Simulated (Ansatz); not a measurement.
Where the default PAW files enter, the runs use the earlier of Ansatz's two default sets.

Inside the gap of an insulator the Bloch states are evanescent, with a wavenumber k + iκ along the transport direction.

Consider the following.

```xyz
10
Lattice="4.9974 0.0000 0.0000 2.4987 4.7099 0.0000 2.4987 1.3256 4.1199" Properties=species:S:1:pos:R:3 pbc="T T T"
Ga     7.4961     3.1747     3.5249
Ga     2.4987     2.8609     0.5949
Ga     4.9974     1.1687     2.6549
Ga     4.9974     4.8668     1.4650
O      4.0137     4.5266     3.0899
O      5.9811     1.5089     1.0300
O      4.2399     3.6029     0.2190
O      5.7549     2.4326     3.9009
O      6.7386     4.1248     1.8409
O      3.2562     1.9108     2.2789
```

Space group of this cell: R-3c, corundum. The cell is taken as given.

Transport runs along the normal of the first two printed cell vectors, the (101) plane of the conventional cell.

No gap correction and no spin-orbit coupling; mid-gap values are interpolated between computed energies.

### Question
Predict the band gap and the smallest decay constant κ at mid-gap from PBEsol (Ansatz, a program for electronic structure).

### Answer
Gap 2.73 eV on a 8×8×8 mesh; κ = 0.217 1/Å, at the zone centre.
